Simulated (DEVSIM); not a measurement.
System: abrupt Si p-n junction, at 300 K.

| layer (left to right) | material | thickness (μm) | Nd (cm⁻³) | Na (cm⁻³) | τn (s) | τp (s) |
|---|---|---|---|---|---|---|
| 1 | Si | 0.780 | - | 5.6e17 | 2.7e-5 | 2.7e-5 |
| 2 | Si | 0.460 | 8e15 | - | 2.7e-5 | 2.7e-5 |

Left contact: ohmic. Right contact: ohmic. Voltage is applied to the left contact. Recombination: SRH at mid-gap. Mobility is μmin + (μ − μmin)/(1 + (N/Nref)^α).

The device is made up for the run: typed textbook-type constants, with dimensions and the other settings drawn at random. Values at 300 K.

```csv
parameter,Si
gap (eV),1.124
affinity (eV),4.05
permittivity,11.7
Nc (cm⁻³),2.86e19
Nv (cm⁻³),3.1e19
μn (cm²/Vs),1417
μp (cm²/Vs),470
"μn,min",52
"μp,min",45
"Nref,n",9.7e16
"Nref,p",2.2e17
αn,0.68
αp,0.72
```

Simulated with DEVSIM: 1D drift-diffusion, Boltzmann statistics, complete ionisation; no tunnelling, impact ionisation, image-force lowering or self-heating.

Problem. Tabulate band edges, carrier densities and field at zero bias.

Solution. Energies count from the Fermi level of the right contact; mesh points crowd at the junctions.

```tsv
x (μm)	Ec (eV)	Ev (eV)	n (cm⁻³)	p (cm⁻³)	field (V/cm)
0.000	1.020	-0.104	210	5.6e17	≈ 0
0.01494	1.020	-0.104	210	5.6e17	≈ 0
0.03617	1.020	-0.104	210	5.6e17	≈ 0
0.07218	1.020	-0.104	210	5.6e17	≈ 0
0.1548	1.020	-0.104	210	5.6e17	≈ 0
0.2599	1.020	-0.104	210	5.6e17	≈ 0
0.4056	1.020	-0.104	210	5.6e17	≈ 0
0.5887	1.020	-0.104	210	5.6e17	≈ 0
0.6686	1.020	-0.104	210	5.6e17	≈ 0
0.7157	1.020	-0.104	210	5.6e17	≈ 0
0.7488	1.020	-0.104	210	5.6e17	-310
0.7748	1.003	-0.121	400	2.9e17	-28000
0.7878	0.944	-0.180	4000	2.9e16	-45000
0.8050	0.873	-0.252	63000	1.8e15	-40000
0.8461	0.720	-0.404	2.3e7	5.0e12	-35000
0.8972	0.559	-0.565	1.1e10	1.0e10	-28000
0.9683	0.390	-0.734	8.0e12	1.4e7	-19000
1.068	0.256	-0.868	1.4e15	83000	-7700
1.156	0.220	-0.904	5.9e15	20000	-1800
1.195	0.215	-0.909	7.1e15	16000	-880
1.219	0.213	-0.911	7.6e15	15000	-650
1.240	0.212	-0.912	8.0e15	15000	-590
```
